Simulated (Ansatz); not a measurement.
# Pressure series in ZnSe

Start from ZnSe in the zinc blende structure (space group F-43m, No. 216).

```
CELL_PARAMETERS angstrom
      0.00000     2.86650     2.86650
      2.86650     0.00000     2.86650
      2.86650     2.86650     0.00000
ATOMIC_POSITIONS crystal
  Se 0.75000 0.75000 0.75000
  Zn 0.00000 0.00000 0.00000
```

Cell and atoms are relaxed at each pressure.

Calculations: DFT with PBE, PAW potentials and a 420 eV plane-wave cutoff in Ansatz (an electronic-structure program), without spin-orbit coupling.

Notes on the quantities. hole mass: degenerate bands, along [100].

```json
[
 {"change": "base", "band gap": "1.15 eV", "hole mass": "0.094, 0.63, 0.63 mₑ (at Γ)", "density": "5.09 g/cm³"},
 {"change": "pressure −2 GPa", "band gap": "1.01 eV", "hole mass": "0.085, 0.67, 0.67 mₑ (at Γ)", "density": "4.90 g/cm³"},
 {"change": "pressure −1 GPa", "band gap": "1.08 eV", "hole mass": "0.090, 0.65, 0.65 mₑ (at Γ)", "density": "5.00 g/cm³"},
 {"change": "pressure 0.3 GPa", "band gap": "1.17 eV", "hole mass": "0.095, 0.63, 0.63 mₑ (at Γ)", "density": "5.12 g/cm³"},
 {"change": "pressure 0.7 GPa", "band gap": "1.20 eV", "hole mass": "0.097, 0.64, 0.64 mₑ (at Γ)", "density": "5.15 g/cm³"},
 {"change": "pressure 1.5 GPa", "band gap": "1.25 eV", "hole mass": "0.099, 0.61, 0.61 mₑ (at Γ)", "density": "5.22 g/cm³"},
 {"change": "pressure 3 GPa", "band gap": "1.34 eV", "hole mass": "0.10, 0.59, 0.59 mₑ (at Γ)", "density": "5.34 g/cm³"},
 {"change": "pressure 5 GPa", "band gap": "1.45 eV", "hole mass": "0.11, 0.57, 0.57 mₑ (at Γ)", "density": "5.48 g/cm³"},
 {"change": "pressure 7.5 GPa", "band gap": "1.58 eV", "hole mass": "0.12, 0.55, 0.55 mₑ (at Γ)", "density": "5.65 g/cm³"},
 {"change": "pressure 10 GPa", "band gap": "1.69 eV", "hole mass": "0.12, 0.54, 0.54 mₑ (at Γ)", "density": "5.80 g/cm³"}
]
```

Load acts through the strain it causes; cell and atoms are relaxed under it. Masses are band curvatures over ±0.01 Å⁻¹ around the edge. Whether these cells are dynamically stable was not tested. Tetrahedral semiconductors of this kind turn to denser phases somewhere between about 1 and 50 GPa; those were not computed, so compressed cells here can lie past the real transition.
